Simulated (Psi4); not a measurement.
Psi4 1.11, B3LYP/def2-svpd: Ti(F)3(Cl)(OH2) ([OH2]->[Ti]([F])([F])([F])[Cl]), 8 atoms. The geometry is a generated start, not checked to be a minimum at this level.

| Item | Result |
|---|---|
| task | energy |
| method | b3lyp |
| basis | def2-svpd |
| memory | 3 GB |
| maxiter | 100 |
| keys of the molecule block | symmetry c1 |
| scf_type | df (default) |
| guess | auto, which took SAD (default) |
| scf_initial_accelerator | adiis (default) |
| e_convergence | 1e-06 (default) |
| d_convergence | 1e-06 (default) |
| dft_radial_points | 75 (default) |
| dft_spherical_points | 302 (default) |
| basis functions | 169 |
| grid points | 173826 |

```xyz
8

Ti    -0.3305    -0.6969     0.1791
F      1.1835    -1.3552    -0.2464
F     -0.6154     0.0268     1.6975
F     -1.2128    -0.0111    -1.1233
Cl    -1.4148    -2.5139     0.4675
O      0.8494     1.2268    -0.0896
H      0.3094     2.0097     0.0892
H      1.2312     1.3138    -0.9739
```

Charge 0 and multiplicity 1 are set for this test and not shown to be the ground state.

One run each on 2 threads. Values of diis_max_vecs tried: 3, 6, 10 (default), 20.

Task: Which value of diis_max_vecs needs the fewest SCF iterations, and what happens away from it?

Result: Fewest SCF iterations, within one of each other: 6 with 11, 10 (default) with 10, 20 with 10. The count rises to 25 at 3. All converge to one solution.

```tsv
diis_max_vecs	SCF iterations	end
3	25	same solution
6	11	same solution
10 (default)	10	same solution
20	10	same solution
```
